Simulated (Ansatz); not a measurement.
The parent structure is LaP in the CsCl type structure (space group Pm-3m, No. 221; a = 3.641 Å; a hypothetical phase, not in the database extracts checked; relaxed with 0.1 eV smearing). Axes: x, y, z lie along the cube axes.

All numbers come from PBE/PAW in Ansatz (an electronic-structure program), without spin-orbit coupling.

Before the change:

```
Quantity                         Value
-----------------------------  -------
Pressure                       0.0 GPa
Shortest interatomic distance  3.153 Å
Band gap                          zero
```

Modification: the cell is stretched by 3.75 % along x with no lateral relaxation; the atoms relax in the strained cell.

Task: Predict the new pressure, shortest interatomic distance, energy relative to the base and band gap.

Result: The pressure (mean of the normal stresses, compression positive) goes from zero to -2.6 GPa; the shortest interatomic distance goes up by 0.040 Å (3.153 Å → 3.193 Å); the energy goes up by 15 meV/atom; the band gap is still zero.

No phonon test of stability was made. The final runs are not spin-polarised.
